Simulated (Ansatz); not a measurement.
The starting structures come from a database of crystals and need not be the phases stable at ambient conditions.

 Where the default PAW files enter, the runs use the earlier of Ansatz's two default sets.

Given:

```xyz
14
Lattice="5.8772 0.0000 0.0000 -2.9386 5.0898 0.0000 2.9386 1.6966 4.7987" Properties=species:S:1:pos:R:3 pbc="T T T"
Ge     5.8772     3.3932     4.1989
Ge     1.4693     2.5449     1.7995
Ge     4.4079     2.5449     1.7995
Ge     0.0000     5.0898     1.7995
Ge     0.0000     0.0000     0.0000
Ge     2.9386     5.0898     3.5991
N      5.8772     1.8074     2.9601
N      2.9386     1.6966     2.8817
N      4.5038     4.1861     2.9601
N      1.5652     0.9037     0.6390
N      1.3734     4.1861     2.9601
N      4.3120     0.9037     0.6390
N      0.0000     3.3932     0.7173
N      2.9386     3.2825     0.6390
```

Space group of this cell: Fd-3m. The cell is taken as given; by PBEsol its mean pressure is -6.4 GPa.

Transport runs along the normal of the first two printed cell vectors, the (111) plane of the conventional cell.

The gap is the functional's own. No spin-orbit coupling. Mid-gap values are interpolated on the energy grid.

Task: Compute, with PBEsol (Ansatz, a quantum-chemistry and plane-wave program), the band gap and the smallest decay constant κ at mid-gap.

Result: Gap 1.87 eV on a 8×8×8 mesh; κ = 0.152 1/Å, at the zone centre.
